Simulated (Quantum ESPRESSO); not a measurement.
Input and output of a self-consistent single point for V₃Si (Pm-3n, 8 atoms in the cell) (Quantum ESPRESSO).

Method: PBE, PseudoDojo standard norm-conserving (PBE) pseudopotentials (plane waves; Quantum ESPRESSO).

The change in words: lattice scaled by 0.98. Reference geometry:
```yaml
crystal:
  lattice:
    - [4.61341, 0.00000, 0.00000]
    - [0.00000, 4.61341, 0.00000]
    - [0.00000, 0.00000, 4.61341]
  atoms:
    - { symbol: V, position: [0.25000, 0.00000, 0.50000], spin: 2.0 }
    - { symbol: V, position: [0.75000, 0.00000, 0.50000], spin: 2.0 }
    - { symbol: V, position: [0.50000, 0.75000, 0.00000], spin: 2.0 }
    - { symbol: V, position: [0.50000, 0.25000, 0.00000], spin: 2.0 }
    - { symbol: V, position: [0.00000, 0.50000, 0.75000], spin: 2.0 }
    - { symbol: V, position: [0.00000, 0.50000, 0.25000], spin: 2.0 }
    - { symbol: Si, position: [0.00000, 0.00000, 0.00000] }
    - { symbol: Si, position: [0.50000, 0.50000, 0.50000] }
```
(The spins are starting values, not results.)

Reference input (self-consistent single point, DFT, PBE, plane waves, PseudoDojo standard norm-conserving (PBE) pseudopotentials): ecutwfc = 85 Ry; occupations = smearing; smearing = fermi-dirac; degauss = 0.0073499 Ry; nspin = 2; potentials = {V: V.upf, Si: Si.upf}; K_POINTS = automatic 5 5 5 0 0 0; conv_thr = 1e-10 Ry; mixing_beta = 0.4. This run's input differs from it in these lines:

```diff
@@ -27,5 +27,5 @@
 CELL_PARAMETERS angstrom
-   4.61340500     0.00000000     0.00000000
-   0.00000000     4.61340500     0.00000000
-   0.00000000     0.00000000     4.61340500
+   4.52113700     0.00000000     0.00000000
+   0.00000000     4.52113700     0.00000000
+   0.00000000     0.00000000     4.52113700
 ATOMIC_POSITIONS alat
```

Output, abridged:

```
     Self-consistent Calculation

     iteration #  1     ecut=    85.00 Ry     beta= 0.40

     Threshold (ethr) on eigenvalues was too large:
     Diagonalizing with lowered threshold

     total energy              =    -902.70648832 Ry
     estimated scf accuracy    <       0.43304567 Ry

     total magnetization       =     4.32 Bohr mag/cell
     absolute magnetization    =     4.50 Bohr mag/cell

     iteration #  2     ecut=    85.00 Ry     beta= 0.40

     total energy              =    -902.79356111 Ry
     estimated scf accuracy    <       0.11860765 Ry

     total magnetization       =     3.68 Bohr mag/cell
   [... lines left out ...]
     absolute magnetization    =     0.00 Bohr mag/cell

     iteration # 17     ecut=    85.00 Ry     beta= 0.40

     Magnetic moment per site  (integrated on atomic sphere of radius R)
     atom   1 (R=0.206)  charge= 10.6711  magn=  0.0000
     atom   2 (R=0.206)  charge= 10.6711  magn=  0.0000
     atom   3 (R=0.206)  charge= 10.6711  magn=  0.0000
     atom   4 (R=0.206)  charge= 10.6711  magn=  0.0000
     atom   5 (R=0.206)  charge= 10.6711  magn=  0.0000
     atom   6 (R=0.206)  charge= 10.6711  magn=  0.0000
     atom   7 (R=0.231)  charge=  2.4777  magn= -0.0000
     atom   8 (R=0.231)  charge=  2.4777  magn= -0.0000
     End of self-consistent calculation

     the Fermi energy is    18.1512 ev

!    total energy              =    -902.84859494 Ry
     estimated scf accuracy    <          6.0E-12 Ry
     smearing contrib. (-TS)   =      -0.02503077 Ry
     internal energy E=F+TS    =    -902.82356416 Ry

     total magnetization       =     0.00 Bohr mag/cell
     absolute magnetization    =     0.00 Bohr mag/cell

     convergence has been achieved in  17 iterations

     Forces acting on atoms (cartesian axes, Ry/au):

     atom    1 type  1   force =    -0.00000000    0.00000000    0.00000000
   [... zero for the other atoms too ...]

     Total force =     0.000000     Total SCF correction =     0.000000

          total   stress  (Ry/bohr**3)                   (kbar)     P=      288.46
   0.00196089   0.00000000   0.00000000          288.46        0.00        0.00
   0.00000000   0.00196089   0.00000000            0.00      288.46        0.00
   0.00000000   0.00000000   0.00196089            0.00        0.00      288.46

   JOB DONE.
```

The run converged in 17 iterations. Against the reference run the free energy rises by 91.4 meV/atom and the pressure goes from 12.46 to 28.85 GPa.

The starting cell comes from a database of computed structures (which also holds hypothetical and non-ambient phases and stackings), without a prior relaxation at this level. Its lattice was rescaled by a random factor within 2.5 % of one. For this run, on top of that: lattice scaled by 0.98. The starting moments vanished: the run ended non-magnetic, which need not be the lowest state. With a pressure of about 29 GPa the cell is away from its equilibrium volume at this level.

Cost on one core of a shared machine: roughly 5 min.
